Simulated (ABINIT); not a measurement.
Worked example: self-consistent single point of AlNi (Pm-3m, 2 atoms in the cell) in ABINIT.

Method: LDA (PW92), norm-conserving pseudopotentials (PseudoDojo nc-sr-04 LDA standard) (plane waves; ABINIT).

```
AlNi
1.0
    2.86686     0.00000     0.00000
    0.00000     2.86686     0.00000
    0.00000     0.00000     2.86686
Al Ni
1 1
Direct
  0.50000   0.50000   0.50000
  0.00000   0.00000   0.00000
```

Reference input (self-consistent single point, DFT, PBE, plane waves, norm-conserving pseudopotentials (PseudoDojo nc-sr-05 PBE standard)): pseudos = [Al.upf, Ni.upf]; ecut = 49 Ha; ixc = 11; occopt = 7; tsmear = 0.136 eV; ngkpt = 11 11 11; nshiftk = 1; shiftk = 0 0 0; potentials = PseudoDojo nc-sr-05 PBE standard; nband = 16; kptopt = 1; nstep = 50. This run's input differs from it in these lines:

```diff
@@ -1,2 +1,2 @@
-# AlNi, PseudoDojo nc-sr-05 PBE standard
+# AlNi, PseudoDojo nc-sr-04 LDA standard
 pp_dirpath "./"
@@ -16,3 +16,3 @@
 ecut 49 Ha
-ixc 11
+ixc 7
 occopt 7
```

Its files differ too (potentials: PseudoDojo nc-sr-05 PBE standard → PseudoDojo nc-sr-04 LDA standard).

Log, with long lists cut:

```
--- !BeginCycle
solver: {iscf: 7, nstep: 50, nline: 4, wfoptalg: 0, }
tolerances: {tolvrs: 1.00E-10, }
...

     iter   Etot(hartree)      deltaE(h)  residm     vres2
 ETOT  1  -169.65793581501    -1.697E+02 4.140E-01 1.263E+01
 ETOT  2  -169.84595646134    -1.880E-01 6.176E-02 1.011E+03
 ETOT  3  -169.97080818648    -1.249E-01 4.166E-02 4.902E+02
 ETOT  4  -170.07127731879    -1.005E-01 3.139E-03 4.202E+01
 ETOT  5  -170.06826071650     3.017E-03 3.901E-03 5.906E+01
   [... 3 lines left out ...]
 ETOT  9  -170.08178625694    -3.504E-06 5.285E-04 2.054E-04
 ETOT 10  -170.08178630267    -4.573E-08 1.535E-04 1.699E-07
 ETOT 11  -170.08178630271    -4.073E-11 1.914E-04 8.509E-09
 ETOT 12  -170.08178630271    -1.450E-12 6.237E-05 1.345E-12
 At SCF step   12       vres2   =  1.35E-12 < tolvrs=  1.00E-10 =>converged.

 Cartesian components of stress tensor (hartree/bohr^3)
  sigma(1 1)=  2.21838929E-04  sigma(3 2)=  0.00000000E+00
  sigma(2 2)=  2.21838929E-04  sigma(3 1)=  0.00000000E+00
  sigma(3 3)=  2.21838929E-04  sigma(2 1)=  0.00000000E+00

 ----iterations are completed or convergence reached----

 reduced coordinates (array xred) for    2 atoms
       0.499999997822      0.499999997822      0.499999997822
      -0.000000002178     -0.000000002178     -0.000000002178
 cartesian forces (eV/Angstrom) at end:
    1     -0.00000000000000    -0.00000000000000    -0.00000000000000
    2     -0.00000000000000    -0.00000000000000    -0.00000000000000
 frms,max,avg= 0.0000000E+00 0.0000000E+00   0.000E+00  0.000E+00  0.000E+00 e/A
   [... lines left out ...]
 Fermi (or HOMO) energy (hartree) =   0.38972   Average Vxc (hartree)=  -0.45760
 Fermi (or HOMO) energy (eV) =  10.60470   Average Vxc (eV)= -12.45204
   [... lines left out ...]
total_energy        : -1.70081786302713E+02
total_energy_eV     : -4.62816077467760E+03
band_energy         : -1.48539745058126E+01
...

-Cartesian components of stress tensor (GPa)         [Pressure= -6.5267E+00 GPa]
- sigma(1 1)=  6.52672552E+00  sigma(3 2)=  0.00000000E+00
- sigma(2 2)=  6.52672552E+00  sigma(3 1)=  0.00000000E+00
- sigma(3 3)=  6.52672552E+00  sigma(2 1)=  0.00000000E+00

 Calculation completed.
```

The run converged in 12 iterations. Against the reference run the pressure goes from 4.66 to -6.53 GPa.

The starting cell comes from a database of computed structures (which also holds hypothetical and non-ambient phases and stackings), without a prior relaxation at this level. Its lattice was rescaled by a random factor within 2.5 % of one. Spin polarisation is off. With a pressure of about -7 GPa the cell is away from its equilibrium volume at this level.

Cost on one core of a shared machine: roughly 50 s.
